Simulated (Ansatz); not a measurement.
## Os: pressure series

The parent structure is Os in the hcp (Mg type) structure (space group P6_3/mmc, No. 194; a = 2.729 Å, c = 4.306 Å).

Cell and atoms are relaxed at each pressure.

Method: PBEsol in Ansatz (plane waves to 420 eV, PAW, no spin-orbit coupling).

```
pressure (GPa)  volume per atom (Å³/atom)
--------------  -------------------------
-1                                 13.924
0                                  13.892
3                                  13.797
7                                       ?
15                                 13.452
30                                 13.080
50                                 12.658
75                                 12.217
100                                11.843
```

Q: Fit the third-order Birch–Murnaghan form P(V) = (3B₀/2)[(V₀/V)^(7/3) − (V₀/V)^(5/3)]·[1 + (3/4)(B₀′ − 4)((V₀/V)^(2/3) − 1)] (squares taken in P) to the rows shown and predict the withheld row.

A: Least squares on the printed values gives V₀ = 13.891 Å³/atom, B₀ = 434 GPa, B₀′ = 4.6; this predicts 13.677 Å³/atom, and the run gives 13.676 Å³/atom, in agreement.

Load acts through the strain it causes; cell and atoms are relaxed under it. Whether these cells are dynamically stable was not tested. No other phases were tried under pressure. The final runs are not spin-polarised.

Ansatz is an electronic-structure program.
